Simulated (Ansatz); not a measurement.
Input:

```
BN
1.0
    0.00000     1.80284     1.80284
    1.80284     0.00000     1.80284
    1.80284     1.80284     0.00000
B N
1 1
Cartesian
  0.00000   0.00000   0.00000
  0.90142   0.90142   0.90142
```

Level of theory: PBE, rigid bands (plane waves, PAW, scalar-relativistic; Ansatz, a first-principles code). How the cell was made: cell and atoms relaxed with PBEsol.

### Question
What conductivity effective mass do dilute holes have at 300 K?

### Answer
0.70 mₑ.

### Question
Predict the electron conductivity mass (n e² τ/σ) at 300 K, by direction if it differs.

### Answer
0.39 mₑ.

### Question
And the band gap?

### Answer
4.48 eV at this level; semilocal functionals usually fall short of the measured gap.

Rigid bands, one relaxation time for all states, no polarons. Spin-orbit coupling is left out. Geometry: cell and atoms relaxed with PBEsol.
